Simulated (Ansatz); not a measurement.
**Hypothetical P6_3mc GeSe, alloy series**

Base system: GeSe (space group P6_3mc, No. 186; a = 4.710 Å, c = 5.685 Å; a hypothetical phase, not in the database extracts checked).

The other end (x = 1) is SnSe (space group P6_3mc, No. 186; a hypothetical phase, not in the database extracts checked): 32.72 Å³/atom, gap 0.32 eV; this end may not be an ambient phase.

Sn replaces a fraction x of Ge; each row is one arrangement (x, atoms in the cell, starting space group or random), fully relaxed.

Method: Ansatz (a first-principles code) PBEsol, without spin-orbit coupling, earlier PAW set.

Notes on the quantities. mixing energy: to 0.01 eV only: unlike meshes or grids; against an end that may be hypothetical.

```tsv
case	shortest interatomic distance	band gap	mixing energy
base	2.604 Å	0.54 eV	–
x(Sn) = 0.25, 8 atoms, P3m1	2.574 Å	0.50 eV	+19 meV/atom
x(Sn) = 0.25, 8 atoms, Pm	2.632 Å	zero	-0.14 eV/atom
x(Sn) = 0.75, 8 atoms, Pm	2.611 Å	zero	-0.14 eV/atom
```

These are small ordered cells, not random alloys; other orderings at the same x differ. No phonon test of stability was made. All final runs are without spin polarisation. Under x(Sn) = 0.25, 8 atoms, Pm and x(Sn) = 0.75, 8 atoms, Pm the cell changed shape so far that it is another structure. The zero or small gap of SnGe3Se4 and Sn3GeSe4 can change with the level of theory.
